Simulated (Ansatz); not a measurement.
# CdTe, response to strain

The reference is CdTe in the zinc blende structure (space group F-43m, No. 216).

```
CdTe
1.0
    0.00000     3.27889     3.27889
    3.27889     0.00000     3.27889
    3.27889     3.27889     0.00000
Cd Te
1 1
Cartesian
  0.00000   0.00000   0.00000
  1.63945   1.63945   1.63945
```

Cartesian axes are those of the cell as printed.

Strains are applied to the cell and any free atomic positions relax; under biaxial strain the out-of-plane vector relaxes too.

Level of theory: plane-wave PAW DFT at the r2SCAN level (Ansatz, an electronic-structure program, 500 eV), without spin-orbit coupling.

Notes on the quantities. energy relative to the base: free energy F.

```tsv
biaxial strain, plane normal [111], relaxed out of plane (%)	energy relative to the base (meV/atom)
0	0.0
0.42	0.3
0.83	?
1.25	2.4
1.67	4.3
2.08	6.7
```

Task: Fit ΔE = Aε² + Bε³ (ε in %) to the rows shown and predict the withheld row.

Result: Least squares on the printed values gives A = 1.52 and B = 0.012 meV/atom (largest residual 0.0 meV/atom); this predicts 1.1 meV/atom, and the run gives 1.1 meV/atom, in agreement.

Stability against distortions was not tested.
